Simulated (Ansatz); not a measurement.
Start from BaTiO$_{3}$ in the cubic perovskite structure (space group Pm-3m, No. 221; a = 4.019 Å).

Calculations: PBE/PAW in Ansatz (a first-principles code), spin-orbit coupling left out, earlier PAW set.

Base values:

```
Quantity                                Value
----------------------------  ---------------
Gap character                 indirect, R → Γ
Gap between the host's bands          1.79 eV
```

The change: hole doping at 7.0×10^21 cm⁻³ (0.455 per cell), with a uniform compensating background at fixed cell and a 300 K Fermi–Dirac width.

**Question.** Predict the new Fermi level from band edge.

**Answer.** The Fermi level relative to the doped band's edge (positive inside the band; to 0.05 eV) comes out as +0.20 eV.

**Question.** How does this affect the gap character?

**Answer.** The gap character is still indirect, R → Γ.

**Question.** Estimate the effect on the gap between the host's bands.

**Answer.** The gap between the host's bands goes up by 0.18 eV, from 1.79 eV to 1.97 eV.

Carriers are added with a uniform compensating background; total energy and stress of such cells depend on the potential's zero and are not compared; many-body gap narrowing is missing at this level. Whether these cells are dynamically stable was not tested. All final runs are without spin polarisation. Many cubic perovskites are stable only at high temperature; tilts and polar distortions were not tested. This is not the structure that BaTiO3 has at room temperature and ambient pressure.
